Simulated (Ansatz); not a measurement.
The parent structure is a 16-atom supercell of ZnS in the zinc blende structure (space group F-43m, No. 216; a = 5.389 Å) at its relaxed geometry.

Calculations: r2SCAN (Ansatz, a program for electronic structure, PAW, no SOC).

One neutral defect a cell, atoms relaxed at fixed cell.

One change was made to it. Results:

| quantity | base | after |
|---|---|---|
| pressure | 0.0 GPa | 0.8 GPa |
| largest displacement of a host atom from its site in the perfect cell | – | 0.02 Å |

Question: What was done to the base?
(A) Zn vacancy, symmetric start
(B) H interstitial (started 2.33 Å from the nearest host atom)
(C) S on a Zn site (antisite), symmetric start

Answer: B, H interstitial (started 2.33 Å from the nearest host atom). For comparison, the pressure in the other runs: S on a Zn site (antisite), symmetric start gives 2.6 GPa; Zn vacancy, symmetric start gives -0.9 GPa.

The magnetic state is the one reached from the starting moments; the real material's order can differ, and small cells can't hold many antiferromagnetic ones. The cell is small, so the values are those of an ordered compound at a high defect concentration; dilute-limit values will differ. The mesh was chosen for an insulator and is coarse for the gapless case. Defects with a symmetric start kept the site's symmetry and may sit on a saddle; the others started slightly shaken. Seeded moments were not kept for S on a Zn site (antisite).
